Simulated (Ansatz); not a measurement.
# SnO2 in the rutile structure (space group P4_2/mnm, No. 136)

```cif
data_O4Sn2
_chemical_formula_sum 'Sn2 O4'
_space_group_name_H-M_alt 'P42/mnm'
_space_group_IT_number 136
_space_group_name_Hall '-P 4n 2n'
_cell_length_a 4.75850
_cell_length_b 4.75850
_cell_length_c 3.20012
_cell_angle_alpha 90.000
_cell_angle_beta 90.000
_cell_angle_gamma 90.000
loop_
_atom_site_label
_atom_site_type_symbol
_atom_site_symmetry_multiplicity
_atom_site_Wyckoff_symbol
_atom_site_fract_x
_atom_site_fract_y
_atom_site_fract_z
_atom_site_occupancy
Sn1 Sn 2 a 0.00000 0.00000 0.00000 1
O1 O 4 f 0.30590 0.30590 0.00000 1
```

Method: r2SCAN (Ansatz, an electronic-structure program; PAW; 500 eV plane waves; no spin-orbit coupling), earlier PAW set. k-mesh 7×7×10 (Γ-centred); smearing 0.05 eV (Fermi–Dirac).

- Volume per atom = 12.08 Å³
- Density = 6.91 g/cm³
- Band gap = 1.79 eV, direct at Γ
- Electron mass = 0.20 mₑ along c, 0.23 mₑ across
- Hole mass = 1.7 mₑ along c, 1.3 mₑ across
- Lowest conduction-band minima above the VBM = Γ 1.79 eV
- Total energy = -2392.095 eV/atom (σ→0; compares only within this code and set-up)

Effective masses come from finite differences of ±0.01 Å⁻¹. No phonon test of stability was made. The base started in Pnnm and relaxed to P4_2/mnm at this level.
